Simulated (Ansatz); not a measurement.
# Converging the plane-wave cutoff: LiNbF₆ (R3, 8 atoms in the cell)

```yaml
crystal:
  lattice:
    - [2.57010, 1.48385, 4.57979]
    - [-2.57010, 1.48385, 4.57979]
    - [0.00000, -2.96770, 4.57979]
  atoms:
    - { symbol: Li, position: [0.50364, 0.50364, 0.50364] }
    - { symbol: Nb, position: [0.00000, 0.00000, 0.00000] }
    - { symbol: F, position: [0.12815, 0.75325, 0.36355] }
    - { symbol: F, position: [0.87185, 0.24675, 0.63645] }
    - { symbol: F, position: [0.36355, 0.12815, 0.75325] }
    - { symbol: F, position: [0.63645, 0.87185, 0.24675] }
    - { symbol: F, position: [0.75325, 0.36355, 0.12815] }
    - { symbol: F, position: [0.24675, 0.63645, 0.87185] }
```

Method: LDA (PW92), default PAW files made with PBE (plane waves; Ansatz, a program for electronic structure).

Base settings: basis.ecutwfc = 420 eV; kpoints.mp_grid.grid = 5 5 5; hamiltonian.xc = lda; hamiltonian.pseudopotentials = {kind: paw} (the program's default PAW files); scf.occupations.method = fixed.

The second cell is the first with its lattice scaled by 0.98.

The mesh stays at the base's, so the ladder's end is converged at best in this setting alone.

The first pressure column holds Ansatz's estimate of the finite-basis (Pulay) stress, which hides part of the cutoff error; the other is without it.

Only quantities that move along the ladder and can be compared are tabulated.

The count of work is k-points × plane waves × bands × iterations; it is no time. 

The starting cell comes from a database of computed structures (which also holds hypothetical and non-ambient phases and stackings), without a prior relaxation at this level. Its lattice was rescaled by up to half a per cent. One atom was moved a little off its site on purpose. In the base run, with a pressure of about -9 GPa the cell is away from its equilibrium volume at this level. In the base run, forces exceed 1 eV/Å.

Steps (basis.ecutwfc): 145 eV; 170 eV; 190 eV; 210 eV; 230 eV; 250 eV; 295 eV; 335 eV; 380 eV; 420 eV; 460 eV; 505 eV; 565 eV; 630 eV; 735 eV; 840 eV; 1010 eV.

Task: What is the coarsest basis.ecutwfc that holds the forces within 0.02 eV/Å of the last step, with all finer ones?

Result: 380 eV, at 0.23 of the last step's count of work; the step before is off by 0.068 eV/Å.

Task: What is the state of the free energy at the end of the ladder?

Result: Still drifting one way, by 1.4 meV/atom over the last two steps, so the last step is no safe reference.

Task: What is the coarsest basis.ecutwfc that holds the pressure within 0.2 GPa of the last step, with all finer ones?

Result: 380 eV, at 0.23 of the last step's count of work; the step before is off by 0.23 GPa.

| basis.ecutwfc | free energy less the last step's (meV/atom) | energy of the compressed cell less the first (meV/atom) | pressure (GPa) | pressure without the Pulay estimate (GPa) | largest difference of a force vector from the last step's (eV/Å) | count of work / last |
|---|---|---|---|---|---|---|
| 145 eV | 31658.82 | 27.36 | -8.68 | -817.90 | 1.818 | 0.060 |
| 170 eV | 17999.39 | -4.45 | 8.42 | -583.59 | 2.842 | 0.080 |
| 190 eV | 11045.34 | 64.85 | 5.64 | -423.65 | 2.184 | 0.093 |
| 210 eV | 6593.84 | -6.54 | -4.41 | -297.04 | 0.950 | 0.11 |
| 230 eV | 3917.63 | -16.37 | -11.68 | -205.21 | 0.121 | 0.12 |
| 250 eV | 2286.39 | -35.48 | -12.53 | -139.10 | 0.252 | 0.14 |
| 295 eV | 643.96 | -38.51 | -10.70 | -56.71 | 0.256 | 0.16 |
| 335 eV | 183.02 | -29.85 | -9.26 | -26.03 | 0.068 | 0.19 |
| 380 eV | 36.13 | -27.94 | -9.05 | -13.32 | 0.002 | 0.23 |
| 420 eV | 7.71 | -27.76 | -9.02 | -9.99 | 0.002 | 0.27 |
| 460 eV | 2.60 | -27.75 | -9.02 | -9.16 | 0.002 | 0.30 |
| 505 eV | 2.04 | -27.75 | -9.01 | -9.02 | 0.002 | 0.35 |
| 565 eV | 1.92 | -27.77 | -9.02 | -9.03 | 0.002 | 0.42 |
| 630 eV | 1.80 | -27.79 | -9.02 | -9.03 | 0.001 | 0.49 |
| 735 eV | 1.44 | -27.81 | -9.03 | -9.06 | 0.000 | 0.62 |
| 840 eV | 0.61 | -27.82 | -9.03 | -9.08 | 0.000 | 0.76 |
| 1010 eV | 0.00 | -27.83 | -9.03 | -9.03 | 0.000 | 1.0 |

The energy difference between the two cells stays within 1 meV/atom of the last step's from 380 eV on, the total only from 840 eV on: much of the error is common to both cells and cancels.

At the lowest cutoff the pressure without the Pulay estimate lies 809 GPa under the last step's, the usual sign of Pulay stress in an incomplete plane-wave basis.

Keys are those of Ansatz 0.2.
